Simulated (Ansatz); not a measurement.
# How the elastic constant C12 of CsCl-type CuZn moves with the method

No measured value is used here.

```csv
level (code),value (GPa),cell (Å³/atom)
LDA (Ansatz),148,11.82
PBE (Ansatz),109,13.02
PBEsol (Ansatz),131,12.30
r²SCAN (Ansatz),127,12.44
```

Each level is taken at its own relaxed cell. Cutoffs differ between the levels. Ansatz's density-functional and Hartree–Fock values are scalar-relativistic unless marked +SOC, with PAW data made under PBE.

Ansatz is a quantum-chemistry and plane-wave program.
